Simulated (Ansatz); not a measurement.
**Al2O3, pressure series**

Take Al₂O₃ in the corundum structure (space group R-3c, No. 167; a = 4.8080 Å, c = 13.1216 Å (hexagonal axes)) as the base.

Cell and atoms are relaxed at each pressure.

The values are results of PBE, PAW, 420 eV (Ansatz, a program for electronic structure; scalar-relativistic without spin-orbit coupling), earlier PAW set, not measurements.

Notes on the quantities. enthalpy: H = E + PV relative to the base's energy.

```json
[
 {"variant": "base", "shortest interatomic distance": "187.4 pm", "enthalpy": "–", "band gap": "5.86 eV", "electron mass": "0.38 mₑ along c, 0.37 mₑ across (at Γ)", "density": "3.87 g/cm³"},
 {"variant": "pressure −2 GPa", "shortest interatomic distance": "188.0 pm", "enthalpy": "-0.11 eV/atom", "band gap": "5.75 eV", "electron mass": "–", "density": "3.83 g/cm³"},
 {"variant": "pressure −1 GPa", "shortest interatomic distance": "187.7 pm", "enthalpy": "-0.05 eV/atom", "band gap": "5.81 eV", "electron mass": "0.38 mₑ along c, 0.36 mₑ across (at Γ)", "density": "3.85 g/cm³"},
 {"variant": "pressure 0.9 GPa", "shortest interatomic distance": "187.2 pm", "enthalpy": "+0.05 eV/atom", "band gap": "5.91 eV", "electron mass": "0.39 mₑ along c, 0.37 mₑ across (at Γ)", "density": "3.88 g/cm³"},
 {"variant": "pressure 2.1 GPa", "shortest interatomic distance": "186.8 pm", "enthalpy": "+0.11 eV/atom", "band gap": "5.97 eV", "electron mass": "0.39 mₑ along c, 0.37 mₑ across (at Γ)", "density": "3.90 g/cm³"},
 {"variant": "pressure 4.5 GPa", "shortest interatomic distance": "186.2 pm", "enthalpy": "+0.24 eV/atom", "band gap": "6.09 eV", "electron mass": "0.40 mₑ along c, 0.37 mₑ across (at Γ)", "density": "3.94 g/cm³"},
 {"variant": "pressure 9 GPa", "shortest interatomic distance": "185.1 pm", "enthalpy": "+0.48 eV/atom", "band gap": "6.30 eV", "electron mass": "0.41 mₑ along c, 0.38 mₑ across (at Γ)", "density": "4.01 g/cm³"},
 {"variant": "pressure 15 GPa", "shortest interatomic distance": "183.8 pm", "enthalpy": "+0.80 eV/atom", "band gap": "6.57 eV", "electron mass": "0.42 mₑ along c, 0.39 mₑ across (at Γ)", "density": "4.10 g/cm³"},
 {"variant": "pressure 22.5 GPa", "shortest interatomic distance": "182.3 pm", "enthalpy": "+1.18 eV/atom", "band gap": "6.88 eV", "electron mass": "0.44 mₑ along c, 0.40 mₑ across (at Γ)", "density": "4.20 g/cm³"},
 {"variant": "pressure 30 GPa", "shortest interatomic distance": "180.9 pm", "enthalpy": "+1.55 eV/atom", "band gap": "7.16 eV", "electron mass": "0.45 mₑ along c, 0.41 mₑ across (at Γ)", "density": "4.30 g/cm³"}
]
```

Load acts through the strain it causes; cell and atoms are relaxed under it. Effective masses come from finite differences of ±0.01 Å⁻¹. Stability against distortions was not tested. Competing high-pressure phases were not computed.
